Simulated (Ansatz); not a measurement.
# Ni (model structure, started from the simple cubic type, Pm-3m, No. 221, 1 atoms in the cell)

Method: PBEsol (plane waves, PAW; Ansatz, a first-principles code).

Numerical settings: plane-wave cutoff 520 eV, 24×24×24 k mesh, Fermi–Dirac smearing 0.05 eV, spin-polarised with parallel moments, scalar-relativistic PAW data made under PBE.

Cell (relaxed at this level):

```
Ni
1.0
    2.28926     0.00000     0.00000
    0.00000     2.28926     0.00000
    0.00000     0.00000     2.28926
Ni
1
Cartesian
  0.00000   0.00000   0.00000
```
Starting moments (μB, in the order of the record's atoms Ni): 2.0.

```yaml
band_gap: zero (no gap)
bulk modulus B0: 166 GPa
```

Note: the magnetic order was assumed, not searched for or taken from measurement; the bulk modulus is −V dP/dV from two relaxed cells at ±2 % in volume; the moments ended far under their starting size, a low-moment state that need not be the lowest; the relaxation could raise the start's symmetry but not lower it, so the cell can be a saddle point.

The result took around 40 core-seconds (rough).

A model structure was made by putting elements into a prototype or built by hand; it is no filed structure, need not be a known phase, and can be a saddle point held by its symmetry.
